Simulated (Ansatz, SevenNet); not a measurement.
# ZnSnO3 (R3c, No. 161; start mp-13334): properties by level of theory

```csv
level (code),lattice parameter a (Å),lattice parameter c (Å)
SevenNet-l3i5 (SevenNet),(withheld),14.242
LDA (Ansatz),5.225,13.864
PBE (Ansatz),5.341,(withheld)
PBEsol (Ansatz),(withheld),(withheld)
PBE-D3(BJ) (Ansatz),5.314,14.085
```

Problem. Fill in the missing entries.

Solution. 
- SevenNet-l3i5 (SevenNet), lattice parameter a (Å): 5.345
- PBE (Ansatz, a quantum-chemistry and plane-wave program), lattice parameter c (Å): 14.211
- PBEsol (Ansatz), lattice parameter a (Å): 5.278
- PBEsol (Ansatz), lattice parameter c (Å): 14.012

Caveats: the relaxation could not lower the start's symmetry, so the cell can be a saddle point above a distorted one (SevenNet-l3i5, LDA, PBE, PBEsol, PBE-D3(BJ)). Ansatz's density-functional and Hartree–Fock values are scalar-relativistic unless marked +SOC, with PAW data made under PBE.

The computed numbers hold no vibrational or temperature effects.

A start named mp-… is a Materials Project structure, which can be a computed phase never made.
